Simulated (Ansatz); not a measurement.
CsCl-type CoGa, treated with revPBE in Ansatz (PAW).

Numerical settings: plane-wave cutoff 520 eV, 22×22×22 k mesh, Fermi–Dirac smearing 0.035 eV (set by the program), no spin polarisation, scalar-relativistic PAW data made under PBE.

Cell (relaxed at this level):

```
CoGa
1.0
    2.89951     0.00000     0.00000
    0.00000     2.89951     0.00000
    0.00000     0.00000     2.89951
Ga Co
1 1
Direct
  0.50000   0.50000   0.50000
  0.00000   0.00000   0.00000
```

**Question.** Predict the Voigt–Reuss–Hill shear modulus (Hill average), Poisson ratio, elastic constant C44, elastic constant C12 and elastic constant C11.

**Answer.** 
* **Voigt–Reuss–Hill shear modulus (Hill average)**: 62.9 GPa
* **Poisson ratio**: 0.332
* **elastic constant C44**: 101 GPa
* **elastic constant C12**: 146 GPa
* **elastic constant C11**: 208 GPa

Elastic constants are with the ions relaxed.

Ansatz is an electronic-structure program.
